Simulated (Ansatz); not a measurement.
CsCl-type CoAl was calculated with LDA (plane waves, PAW; Ansatz, a program for electronic structure).

Run with plane-wave cutoff 520 eV, 16×16×16 k mesh, Fermi–Dirac smearing 0.1 eV, perturbation theory, force constants from a 4×4×4 q mesh, no spin polarisation, scalar-relativistic PAW data made under PBE.

Problem. What does this level give for the zone-centre TO phonon frequency and zero-point energy?

Solution. 
- zone-centre TO phonon frequency: 346 cm⁻¹
- zero-point energy: 0.053 eV/atom

Computing time: around 21 core-minutes (rough).
